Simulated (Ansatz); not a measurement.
Fluorite HfO2 (high-temperature phase), treated with PBE0 in Ansatz (plane waves, PAW).

Numerical settings: plane-wave cutoff 460 eV, 8×8×8 k mesh, Fermi–Dirac smearing 0.01 eV, scalar-relativistic PAW data made under PBE.

Pressure at four volumes; x = ln(V/10.744 Å³). One pressure is withheld.

```
V (Å³/atom)        x  P (GPa)
-----------  -------  -------
10.237       -0.0483        ?
10.507       -0.0223     7.24
10.744        0.0000     0.80
11.315        0.0518   -12.01
```

Question: Pass a parabola P(x) through the three rows shown, estimate the bulk modulus and its pressure derivative near zero pressure, and predict the withheld pressure.

Answer: Slopes between the rows: (0.80 − (7.24))/(0.0000 − (-0.0223)) = -288.79 and (-12.01 − (0.80))/(0.0518 − (0.0000)) = -247.30 GPa. Their difference over the span 0.0741 is c = 41.49/0.0741 = 559.9 GPa, so P(x) = 7.24 + (-288.79)(x − (-0.0223)) + 559.9 (x − (-0.0223))(x − (0.0000)). At the middle row B = −dP/dx = −[-288.79 + 559.9 × 0.0223] = 276.3 GPa, and B′ = dB/dP = 2c/B = 4.1. At x = -0.0483 the parabola gives 15.45 GPa; the run gives 15.50 GPa. The Birch–Murnaghan fit to the energies at all volumes has B0 = 272 GPa and B′ = 4.1.

Measured, for comparison: bulk modulus 242 ± 16 GPa (room temperature, not corrected to a static lattice, nanocrystalline cubic HfO2, second-order Birch-Murnaghan; as tabulated in High-pressure structural stability, equation of state, and thermal expansion …). Computed less measured: bulk modulus +12 %.

Note: symmetry holds this phase in the static calculation, where it need not be a minimum; held by symmetry at 0 K, a high-temperature phase can be a saddle point.

Spin–orbit coupling is not included.

Ansatz is a first-principles code.
